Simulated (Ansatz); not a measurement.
**Effect of electrons 1.0×10^21 cm⁻³ on ZnSe**

The reference is ZnSe in the zinc blende structure (space group F-43m, No. 216; a = 5.666 Å).

Perturbation: 0.0455 electrons added to each cell, a density of 1.0×10^21 cm⁻³, with a uniform compensating background at fixed cell and a 300 K Fermi–Dirac width.

All numbers come from r2SCAN in Ansatz (plane waves to 500 eV, PAW, no SOC), earlier PAW set. Settings: 23×23×23 k-points, 0.0259 eV Fermi–Dirac smearing.

```csv
quantity,base,changed,shift
gap between the host's bands,1.86 eV,1.84 eV,-0.02 eV
gap character,direct at Γ,direct at Γ,–
"valley order (the lowest conduction-band minima on the path, energy above the VBM, named in the base's zone)",Γ 1.86 eV; L along ⟨111⟩ 3.05 eV; X along ⟨100⟩ 3.34 eV,Γ 1.84 eV; L along ⟨111⟩ 3.03 eV; X along ⟨100⟩ 3.31 eV,–
Fermi level relative to the doped band's edge (positive inside the band; to 0.05 eV),–,+1.25 eV,–
```

Cost of the whole job for the changed cell (relaxation, final SCF and bands): roughly 80 core-seconds.

Carriers are added with a uniform compensating background; total energy and stress of such cells depend on the potential's zero and are not compared; many-body gap narrowing is missing at this level. Stability against distortions was not tested.

Ansatz is a program for electronic structure.
